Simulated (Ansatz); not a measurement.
**GaN: response to strain**

Base system: GaN in the zinc blende structure (space group F-43m, No. 216; a = 4.455 Å). Axes: x, y, z lie along the cube axes.

Strains are applied to the cell and any free atomic positions relax; under biaxial strain the out-of-plane vector relaxes too.

Level of theory: LDA/PAW in Ansatz (a program for electronic structure), spin-orbit coupling left out.

```csv
"biaxial strain, plane normal [001], relaxed out of plane (%)",out-of-plane strain (%)
0,0.00
0.5,-0.55
1,?
1.5,-1.68
2,-2.25
2.5,-2.83
3,-3.42
```

Task: Fit ε⊥ = −νε + γε² (strains in %) to the rows shown and predict the withheld row.

Result: Least squares on the printed values gives ν = 1.10 (the biaxial Poisson response) and γ = -0.014 (largest residual 0.00 %); this predicts -1.11 %, and the run gives -1.11 %, in agreement.

Stability against distortions was not tested. This is not the structure that GaN has at room temperature and ambient pressure.
